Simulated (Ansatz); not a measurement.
## Effect of uniaxial strain ε_xx = +2.50 % on WSi2

Base system: WSi2 (space group I4/mmm, No. 139; a = 3.185 Å, c = 7.773 Å; relaxed with 0.1 eV smearing). Axes: x, y, z lie along a, b, c of the conventional cell.

One thing is altered: the cell is stretched by 2.50 % along x with no lateral relaxation; the atoms relax in the strained cell.

Method: LDA (Ansatz, a program for electronic structure, PAW, no spin-orbit coupling). k-mesh 25×25×25 (Γ-centred); smearing 0.1 eV (Fermi–Dirac).

Volume per atom: 13.47 Å³ (base 13.14 Å³)
Space group: Immm (No. 71) (base I4/mmm (No. 139))
Shortest interatomic distance: 2.565 Å (base 2.571 Å)
Energy relative to the base (free energy F): +11 meV/atom
Pressure (mean of the normal stresses, compression positive): -5.3 GPa (base 0.0 GPa)
Band gap: zero (base zero)
Stress (xx, yy, zz, yz, xz, xy; compression positive): (-10.4, -3.0, -2.4, 0.0, 0.0, 0.0) GPa

Stability against distortions was not tested. All final runs are without spin polarisation.
